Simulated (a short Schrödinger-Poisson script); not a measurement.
# Symmetric double-gate stack, SiO2 on p-type Si(100)

Structure: symmetric double-gate stack, SiO2 on p-type Si(100), at 300 K.

```csv
layer,material,thickness (nm),Na (cm⁻³)
1,SiO2,2.8,-
2,Si,14,6e16
3,SiO2,2.8,-
```

The device is made up for the run: typed textbook-type constants, with dimensions and the other settings drawn at random. SiO2: permittivity 3.9, conduction-band edge (eV) 3.15, gap (eV) 9, electron mass (mₑ) 0.5. Si: permittivity 11.7, conduction-band edge (eV) 0, gap (eV) 1.124, Nv at 300 K (cm⁻³) 3.1e19.

Channel valleys (confinement mass, in-plane density-of-states mass, number): Δ2 0.916, 0.19, 2; Δ4 0.19, 0.417, 4. At the gates, both at one voltage, the conduction-band edge of layer 1 lies 3.58 eV − eVg above the Fermi level of the channel. Gaps are held at their typed values at every temperature. Mesh 0.03 nm at interfaces.

From a short Schrödinger-Poisson script (our own, NumPy): 1D Poisson equation in equilibrium, electrons quantum, Hartree (BenDaniel-Duke, 12 states a valley, the channel's in-plane mass for all, wave functions ending at the dielectric), parabolic valleys, classical holes, full ionisation, no traps, pinning or gate leakage.

```csv
Vg (V),electrons (cm⁻²),C (μF/cm²),Δ2 E0 (meV),Δ2 E1 (meV),Δ4 E0 (meV),Δ4 E1 (meV)
0.1,5.88e7,< 0.003,339.5,345.5,347.5,377.5
0.3,9.60e10,0.450,148.5,153.9,156.5,185.9
0.5,1.55e12,1.57,75.4,76.3,87.9,111.0
0.7,3.70e12,1.83,45.7,45.8,69.9,87.4
0.9,6.06e12,1.95,25.9,25.9,61.1,75.2
1.1,8.55e12,2.02,11.0,11.0,55.6,67.4
1.3,1.11e13,2.07,-1.2,-1.2,51.6,61.8
1.5,1.37e13,2.10,-11.7,-11.7,48.5,57.4
1.7,1.63e13,2.12,-21.1,-21.1,45.8,53.8
1.9,1.90e13,2.14,-29.8,-29.8,43.5,50.7
```

Gate voltages with under 1e6 electrons/cm² are left out.

Subbands count from the Fermi level. The capacitance is that of both gates.
